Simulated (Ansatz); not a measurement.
```
GaIr
1.0
    3.01981     0.00000     0.00000
    0.00000     3.01981     0.00000
    0.00000     0.00000     3.01981
Ga Ir
1 1
Cartesian
  0.00000   0.00000   0.00000
  1.50991   1.50991   1.50991
```

Calculation: PBEsol, DFPT electron-phonon coupling, linearised Boltzmann equation (plane waves, PAW, scalar-relativistic; Ansatz, an electronic-structure program). Geometry: relaxed with this functional, without spin-orbit coupling.

**Question.** Predict the intrinsic resistivity at 300 K.

**Answer.** 11.3 μΩ·cm.

**Question.** How long is the mean free path there?

**Answer.** 21 nm, weighted by the current that each state carries. Wires not much wider than this gain resistivity from their walls.

A metal at this level (no band gap). Only scattering by harmonic phonons is included (no impurities, grain boundaries, electron-electron scattering or thermal expansion). Spin-orbit coupling is left out, which matters with elements this heavy. Halving the electron mesh (28x28x28) moves the resistivity by up to 8 % at 300 K, the mean free path by up to 3 %. Smearing 0.20 eV; phonons on a 5x5x5 q mesh, which this run doesn't test.

Formula and space group known from diffraction (Crystallography Open Database), not checked to be the room-temperature form: IrGa (Pm-3m).
